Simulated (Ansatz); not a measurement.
Pt, response to strain

The parent structure is Pt in the fcc (Cu type) structure (space group Fm-3m, No. 225; a = 3.942 Å; relaxed with 0.1 eV smearing). Axes: x, y, z lie along the cube axes.

Strains are applied to the cell and any free atomic positions relax; under biaxial strain the out-of-plane vector relaxes too.

The values are results of Ansatz (a program for electronic structure) r2SCAN, no spin-orbit coupling, not measurements.

Notes on the quantities. in-plane stress: mean in-plane stress (compression positive).

```tsv
case	in-plane stress	volume per atom
base	–	15.31 Å³
biaxial strain +0.42 %, plane normal [111], relaxed out of plane	-1.3 GPa	15.36 Å³
biaxial strain +0.83 %, plane normal [111], relaxed out of plane	-2.5 GPa	15.41 Å³
biaxial strain +1.25 %, plane normal [111], relaxed out of plane	-3.7 GPa	15.47 Å³
biaxial strain +1.67 %, plane normal [111], relaxed out of plane	-4.8 GPa	15.52 Å³
biaxial strain +2.08 %, plane normal [111], relaxed out of plane	-5.8 GPa	15.58 Å³
biaxial strain +2.50 %, plane normal [111], relaxed out of plane	-6.8 GPa	15.63 Å³
```

Whether these cells are dynamically stable was not tested. All final runs are without spin polarisation. Pt lies near a magnetic instability that expansion can trigger; it was not tested.
